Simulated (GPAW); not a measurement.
**Several settings converged on CoSi₂ (I4mm, 3 atoms in the cell)**

```yaml
crystal:
  lattice:
    - [0.00000, 2.67196, 2.67196]
    - [2.67196, 0.00000, 2.67196]
    - [2.67196, 2.67196, 0.00000]
  atoms:
    - { symbol: Co, position: [0.00936, 0.00936, 0.99064] }
    - { symbol: Si, position: [0.25000, 0.25000, 0.25000] }
    - { symbol: Si, position: [0.75000, 0.75000, 0.75000] }
```

Base method: PBEsol, GPAW PAW datasets PBEsol (made by gpaw-setup) (plane waves; GPAW 25.7.0).

Base settings: mode = pw; ecut = 800 eV; xc = PBEsol; kpts = 5 5 5; mesh shift (steps) = 0 0 0; occupations.name = fermi-dirac; occupations.width = 0.1 eV; nbands = -9; convergence.density = 1e-05 e/electron; convergence.energy = 1e-05 eV/electron.

The count of work is k-points × plane waves × bands × iterations; it is no time. Core times come from one kind of shared machine, to one figure; runs under 30 s give none.

**The k-point mesh**

The second cell is the first with its lattice scaled by 0.98.

Only quantities that move along the ladder and can be compared are tabulated.

| kpts | free energy less the last step's (meV/atom) | energy of the compressed cell less the first (meV/atom) | pressure (GPa) | largest difference of a force vector from the last step's (eV/Å) | count of work / last | core time / last (rough) |
|---|---|---|---|---|---|---|
| 2 2 2 | 207.68 | 4.22 | -5.34 | 0.191 | 0.024 | – |
| 4 4 4 | -2.68 | 19.80 | -1.97 | 0.010 | 0.079 | – |
| 5 5 5 | 6.43 | 22.67 | -1.38 | 0.003 | 0.096 | – |
| 7 7 7 | -2.51 | 20.98 | -1.72 | 0.008 | 0.22 | 0.6 |
| 9 9 9 | 1.02 | 21.41 | -1.63 | 0.002 | 0.44 | 0.7 |
| 11 11 11 | -0.27 | 21.08 | -1.70 | 0.000 | 0.74 | 0.9 |
| 12 12 12 | 0.00 | 21.13 | -1.69 | 0.000 | 1.0 | 1 |

Coarsest kpts that holds the energy of the compressed cell less the first within 1 meV/atom of the last step, with all finer ones: 7 7 7, at 0.22 of the last step's count of work; the step before is off by 1.5 meV/atom.

Coarsest kpts that holds the pressure within 0.1 GPa of the last step, with all finer ones: 7 7 7, at 0.22 of the last step's count of work; the step before is off by 0.31 GPa.

Coarsest kpts that holds the free energy within 5 meV/atom of the last step, with all finer ones: 7 7 7, at 0.22 of the last step's count of work; the step before is off by 6.4 meV/atom.

The energy difference between the two cells stays within 1 meV/atom of the last step's from 7 7 7 on, the total only from 11 11 11 on: much of the error is common to both cells and cancels.

**The k-point mesh at a smearing width of 0.05 eV**

In this ladder: occupations.width = 0.05 eV.

The second cell is the first with its lattice scaled by 0.98.

Only quantities that move along the ladder and can be compared are tabulated.

| kpts | free energy less the last step's (meV/atom) | energy of the compressed cell less the first (meV/atom) | pressure (GPa) | largest difference of a force vector from the last step's (eV/Å) | count of work / last | core time / last (rough) |
|---|---|---|---|---|---|---|
| 4 4 4 | -4.47 | 19.55 | -2.02 | 0.016 | 0.053 | – |
| 6 6 6 | 2.31 | 21.08 | -1.69 | 0.007 | 0.13 | – |
| 8 8 8 | 0.27 | 20.73 | -1.78 | 0.009 | 0.23 | 0.4 |
| 10 10 10 | -0.07 | 20.88 | -1.76 | 0.003 | 0.40 | 0.5 |
| 14 14 14 | 0.00 | 20.91 | -1.74 | 0.000 | 1.0 | 1 |

Coarsest kpts that holds the pressure within 0.05 GPa of the last step, with all finer ones: 8 8 8, at 0.23 of the last step's count of work and about 0.4 of the last step's time; the step before is off by 0.05 GPa.

Coarsest kpts that holds the energy of the compressed cell less the first within 0.5 meV/atom of the last step, with all finer ones: 6 6 6, at 0.13 of the last step's count of work; the step before is off by 1.4 meV/atom.

Coarsest kpts that holds the free energy within 1 meV/atom of the last step, with all finer ones: 8 8 8, at 0.23 of the last step's count of work and about 0.4 of the last step's time; the step before is off by 2.3 meV/atom.

The energy difference between the two cells stays within 1 meV/atom of the last step's from 6 6 6 on, the total only from 8 8 8 on: much of the error is common to both cells and cancels.

**The SCF threshold**

Moved along: convergence.energy, convergence.eigenstates.

The mesh stays at the base's, so the ladder's end is converged at best in this setting alone.

Only quantities that move along the ladder and can be compared are tabulated.

```csv
convergence.density,largest difference of a force vector from the last step's (eV/Å),count of work / last
0.004 e/electron,0.015,0.35
0.0004 e/electron,0.001,0.50
4e-05 e/electron,0.000,0.65
1e-05 e/electron,0.000,0.59
4e-06 e/electron,0.000,1.0
```

Coarsest convergence.density that holds the forces within 0.01 eV/Å of the last step, with all finer ones: 0.0004 e/electron; the step before is off by 0.015 eV/Å.

On the base run: the starting cell has typed, rounded lattice constants, without a prior relaxation at this level. Its lattice was rescaled by up to half a per cent. One atom was moved a little off its site on purpose. Spin polarisation is off. Without a gap this mesh is coarse (it stands for a supercell whose shortest vector is 19 Å).

Left out of this page: 1 run of the series failed or unconverged.
